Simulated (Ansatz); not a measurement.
## What pressure 4.5 GPa does to BP

Start from BP in the zinc blende structure (space group F-43m, No. 216; a = 4.491 Å).

Perturbation: cell and atoms relaxed at a pressure of 4.5 GPa.

The values are results of DFT with LDA, PAW potentials and a 420 eV plane-wave cutoff in Ansatz (a first-principles code), without spin-orbit coupling, not measurements. Γ-centred 13×13×13 mesh, Fermi–Dirac width 0.05 eV.

The volume per atom drops by 0.274 Å³, from 11.32 Å³ to 11.04 Å³ and the lattice parameter a falls by 0.037 Å, from 4.491 Å to 4.454 Å. The shortest interatomic distance decreases by 0.0158 Å (1.944 Å → 1.929 Å) and the enthalpy H = E + PV relative to the base's energy comes out as +0.31 eV/atom. The band gap shrinks by 0.03 eV (1.14 eV → 1.11 eV) and the smallest direct gap goes up by 0.04 eV to 3.47 eV. The width of the top valence band goes up by 0.145 eV to 5.82 eV and the electron mass becomes 1.4 mₑ along k, 0.23 mₑ across (off the special points) (base: 1.3 mₑ along k, 0.22 mₑ across (off the special points)). The hole mass (degenerate bands, along [100]) changes from 0.25, 0.25, 0.36 mₑ (at Γ) to 0.25, 0.25, 0.38 mₑ (at Γ).

Load acts through the strain it causes; cell and atoms are relaxed under it. Masses are band curvatures over ±0.01 Å⁻¹ around the edge. Along k means along the line from Γ to the band edge. Whether these cells are dynamically stable was not tested.
